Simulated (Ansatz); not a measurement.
**One base run on Li2ZnSiS4 (I-4, 8 atoms in the cell) and variants with one or two settings moved**

```yaml
crystal:
  lattice:
    - [-2.62683, 2.62683, 5.26188]
    - [2.62683, -2.62683, 5.26188]
    - [2.62683, 2.62683, -5.26188]
  atoms:
    - { symbol: Li, position: [0.00000, 0.00000, 0.00000] }
    - { symbol: Li, position: [0.75000, 0.25000, 0.50000] }
    - { symbol: Zn, position: [0.25000, 0.75000, 0.50000] }
    - { symbol: Si, position: [0.50000, 0.50000, 0.00000] }
    - { symbol: S, position: [0.62900, 0.62800, 0.51300] }
    - { symbol: S, position: [0.11500, 0.11600, 0.48700] }
    - { symbol: S, position: [0.37200, 0.88500, 0.00100] }
    - { symbol: S, position: [0.88400, 0.37100, 0.99900] }
```

Base run A: PBE (Ansatz, a quantum-chemistry and plane-wave program), self-consistent single point.

Its settings: basis.ecutwfc = 30.9 Ry; kpoints.mp_grid.grid = 6 6 6; hamiltonian.xc = pbe; hamiltonian.pseudopotentials = {kind: paw} (the program's default PAW files); scf.occupations.method = gaussian; scf.occupations.width = 0.0037 Ry.

The starting cell was generated: these elements placed on a structure prototype, without a prior relaxation; it need not be a known phase or ordering of this composition. In the base run, forces exceed 1 eV/Å. Ansatz's pressure includes its estimate of the finite-basis (Pulay) stress.

ΔF is the free energy per atom less that of run A. 

Run A gave: pressure (GPa) 1.25; largest force (eV/Å) 2.386; gap on the mesh (eV) 2.191; k-points 36.

Runs:
- B: scf.convergence.dr2_threshold: default (1e-07 eV) → 1e-12 eV
- C: kpoints.mp_grid.grid: 6 6 6 → 5 5 5; kpoints.mp_grid.shift: default → 0.5 0.5 0.5
- D: crystal.symmetry.detect: default → false
- E: scf.eigensolver.kind: default (the program chose band_cg) → davidson
- F: scf.mixing.algorithm: default (the program chose MSR1) → broyden
- G: scf.mixing.preconditioner: default (the program chose Resta) → resta; scf.mixing.eps_inf: default → 5

**Question.** What does run C change against A?

**Answer.** The free energy hardly moves (within 1 meV/atom), the pressure stays at 1.25 GPa, the largest force stays at 2.386 eV/Å and the gap on the mesh goes from 2.191 to 2.255 eV.

```
run  ΔF (meV/atom)  pressure (GPa)  largest force (eV/Å)  gap on the mesh (eV)  k-points
---  -------------  --------------  --------------------  --------------------  --------
A             0.00            1.25                 2.386                 2.191        36
B             0.00            1.25                 2.386                 2.192        36
C             0.00            1.25                 2.386                 2.255        21
D             0.00            1.25                 2.386                 2.191       112
E             0.00            1.25                 2.386                 2.191        36
F             0.00            1.25                 2.386                 2.192        36
G             0.00            1.25                 2.386                 2.191        36
```

Keys are those of Ansatz 0.2.
